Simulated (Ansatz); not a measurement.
Consider the following.

```xyz
2
Lattice="0.0000 2.2490 2.2602 2.2490 0.0000 2.2602 2.2490 2.2490 0.0000" Properties=species:S:1:pos:R:3 pbc="T T T"
Ga     0.0000     0.0000     0.0000
N      1.1245     1.1245     1.1301
```

No spin polarisation.

Calculations: r2SCAN (Ansatz, a quantum-chemistry and plane-wave program), without spin-orbit coupling. k-mesh 13×13×13 (Γ-centred); smearing 0.05 eV (Fermi–Dirac).

### Question
Predict the stress, band gap and electron mass.

### Answer
The stress (xx, yy, zz, yz, xz, xy; compression positive) is (-0.75, -0.75, -1.42, 0.00, 0.00, 0.00) GPa and the band gap is 2.13 eV. The electron mass is 0.17 mₑ (at Γ).

The cells carry an imposed strain or load. Masses are band curvatures over ±0.01 Å⁻¹ around the edge. Whether these cells are dynamically stable was not tested. The cell was made from GaN in the zinc blende structure (space group F-43m, No. 216) by this change: uniaxial strain ε_zz = +0.50 %. This is not the structure that GaN has at room temperature and ambient pressure.
